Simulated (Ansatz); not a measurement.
The reference is PbSe in the rock salt structure (space group Fm-3m, No. 225; a = 6.041 Å). Axes: x, y, z lie along the cube axes.

All numbers come from LDA (Ansatz, a quantum-chemistry and plane-wave program), no SOC.

Before the change:

The shortest interatomic distance is 3.020 Å.

One thing is altered: biaxial strain +1.25 %, plane normal [111], relaxed out of plane (Cartesian); in-plane vectors clamped, the third vector and the atoms free.

### Question
Predict the new energy relative to the base.

### Answer
The energy grows by 2.0 meV/atom.

### Question
What happens to the shortest interatomic distance?

### Answer
The shortest interatomic distance grows by 0.011 Å, from 3.020 Å to 3.031 Å.

The mesh was chosen for an insulator and is coarse for the gapless case. Whether these cells are dynamically stable was not tested. All final runs are without spin polarisation.
